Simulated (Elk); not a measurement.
Band structure of ScBPt3 (Pm-3m, 5 atoms in the cell).

```yaml
crystal:
  lattice:
    - [4.27026, 0.00000, 0.00000]
    - [0.00000, 4.27026, 0.00000]
    - [0.00000, 0.00000, 4.27026]
  atoms:
    - { symbol: Sc, position: [0.00000, 0.00000, 0.00000] }
    - { symbol: B, position: [0.50000, 0.50000, 0.50000] }
    - { symbol: Pt, position: [0.00000, 0.50000, 0.50000] }
    - { symbol: Pt, position: [0.50000, 0.00000, 0.50000] }
    - { symbol: Pt, position: [0.50000, 0.50000, 0.00000] }
```

Method: PBEsol, all-electron FP-LAPW, Elk's shipped species files, APW+lo basis with extra local orbitals (Elk).

Settings: xctype = 22; rgkmax = 7.5; stype = 0; swidth = 0.00183747 Ha; ngridk = 5 5 5; gmaxvr = 14 1/bohr; nxlo = 2; lorbcnd = true; rmtscf = 0.82; lmaxi = 2.

The starting cell comes from a database of computed structures (which also holds hypothetical and non-ambient phases and stackings), without a prior relaxation at this level. Its lattice was rescaled by a random factor within 2.5 % of one. Spin-orbit coupling is off. Spin polarisation is off. Values depend on the basis (sphere radii, cutoffs, local orbitals), which need not be converged.

Levels in eV from the Fermi level, bands 49 to 56:
| point | 49 | 50 | 51 | 52 | 53 | 54 | 55 | 56 |
|---|---|---|---|---|---|---|---|---|
| Γ | -2.25 | -1.07 | -1.03 | -1.03 | -1.03 | 1.30 | 1.30 | 2.38 |
| X | -2.64 | -2.24 | -1.03 | 0.29 | 0.29 | 1.18 | 1.32 | 1.58 |
| M | -2.56 | -2.24 | -1.70 | -0.32 | -0.32 | 0.89 | 0.89 | 1.38 |
| R | -1.22 | -1.22 | -0.70 | -0.70 | -0.70 | 0.21 | 0.21 | 0.21 |

Bands cross the Fermi level along this path, so the cell is metallic at this level.
